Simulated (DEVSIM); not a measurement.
Device: Al/Al2O3/SiO2/p-Si capacitor, at 250 K.

```
layer (left to right)  material  thickness (nm)  Na (cm⁻³)
---------------------  --------  --------------  ---------
1                         Al2O3            15.0          -
2                          SiO2           0.620          -
3                            Si            1400     1.8e17
```

Metal gate on the left, work function 4.1 eV. Fixed charge at the semiconductor interface 8.1e11 cm⁻² (in units of +e); no interface traps.

Constants are typed, rounded textbook-type inputs, not results; the design itself was drawn at random and stands for no fabricated device. Values at 300 K; Nc and Nv go as T^1.5, mobilities as T to minus their exponent, the gap by Varshni's rule with the affinity fixed.

```csv
parameter,Al2O3,SiO2,Si
gap (eV),6.8,9,1.124
affinity (eV),1.35,0.9,4.05
permittivity,9,3.9,11.7
Nc (cm⁻³),-,-,2.86e19
Nv (cm⁻³),-,-,3.1e19
Varshni α (eV/K),-,-,0.000473
Varshni β (K),-,-,636
```

Model (solved in DEVSIM): 1D Poisson equation in equilibrium, Boltzmann statistics, complete ionisation; no quantum confinement or tunnelling. Metal contacts follow the ideal Schottky-Mott rule: no Fermi-level pinning, no interface dipoles.

Problem. Tabulate band edges, carrier densities and field at -0.4 V on the gate.

Solution. Energies count from the Fermi level of the right contact; mesh points crowd at the junctions.

```tsv
x (μm)	Ec (eV)	Ev (eV)	n (cm⁻³)	p (cm⁻³)	field (V/cm)
0.000	3.150	-3.650	< 1e2	< 1e2	49000
0.001282	3.156	-3.644	< 1e2	< 1e2	49000
0.003904	3.169	-3.631	< 1e2	< 1e2	49000
0.008459	3.192	-3.608	< 1e2	< 1e2	49000
0.01320	3.215	-3.585	< 1e2	< 1e2	49000
0.01473	3.223	-3.577	< 1e2	< 1e2	49000
0.01534	3.678	-5.322	< 1e2	< 1e2	110000
0.01674	0.549	-0.587	1.8e8	3.5e7	160000
0.01944	0.591	-0.545	2.6e7	2.5e8	150000
0.02568	0.681	-0.455	400000	1.6e10	140000
0.03890	0.836	-0.301	310	2.1e13	98000
0.08664	1.028	-0.108	< 1e2	1.5e17	3800
0.1717	1.031	-0.105	< 1e2	1.8e17	≈ 0
0.3686	1.031	-0.105	< 1e2	1.8e17	≈ 0
0.9169	1.031	-0.105	< 1e2	1.8e17	≈ 0
1.187	1.031	-0.105	< 1e2	1.8e17	≈ 0
1.315	1.031	-0.105	< 1e2	1.8e17	≈ 0
1.370	1.031	-0.105	< 1e2	1.8e17	≈ 0
1.401	1.031	-0.105	< 1e2	1.8e17	≈ 0
1.409	1.031	-0.105	< 1e2	1.8e17	≈ 0
1.414	1.031	-0.105	< 1e2	1.8e17	≈ 0
1.416	1.031	-0.105	< 1e2	1.8e17	≈ 0
```
